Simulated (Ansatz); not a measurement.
Functionals compared on H2O on the 1x1 (0001) surface of hcp Ti, one in a 2x2 cell, started at the site 'hollow Ti-Ti-Ti over Ti at depth 2.2 Å', in Ansatz (plane waves, PAW). The structure was relaxed with PBE; the other rows are single points on it, each with its references at the same level. Cutoff 420 eV (500 eV for r2SCAN).

Slab: 19 atoms, 6.8 Å thick at the start under the adsorbate (thin: gaps and levels are the slab's own); k 6x6x1, smearing 0.1 eV, dipole-corrected; 8 atoms held, the rest relaxed; no symmetry held; no spin, no spin-orbit, no U, no dispersion correction. At the end it is bonded to 2 Ti. In PBE it is, or lies within 0.03 eV of, the lowest of the starts that converged. These notes are the PBE run's. Adsorption energies are against H2O(g). A negative adsorption energy means that the adsorbate is more stable on the surface than in its reference.

```json
[
 {"functional": "PBE", "adsorption energy (eV)": "-0.67", "work function of the top face (eV)": "2.90", "change of the work function (eV)": "-1.50", "rough cost of the single point": "–"},
 {"functional": "RPBE", "adsorption energy (eV)": "-0.40", "work function of the top face (eV)": "2.81", "change of the work function (eV)": "-1.48", "rough cost of the single point": "around 2.2 core-minutes (rough)"},
 {"functional": "r2SCAN", "adsorption energy (eV)": "(withheld)", "work function of the top face (eV)": "(withheld)", "change of the work function (eV)": "(withheld)", "rough cost of the single point": "roughly 5 core-minutes"}
]
```

### Question
Complete the blanks.

### Answer

- r2SCAN, adsorption energy (eV): -0.91
- r2SCAN, work function of the top face (eV): 2.84
- r2SCAN, change of the work function (eV): -1.68

Ansatz is an electronic-structure program.
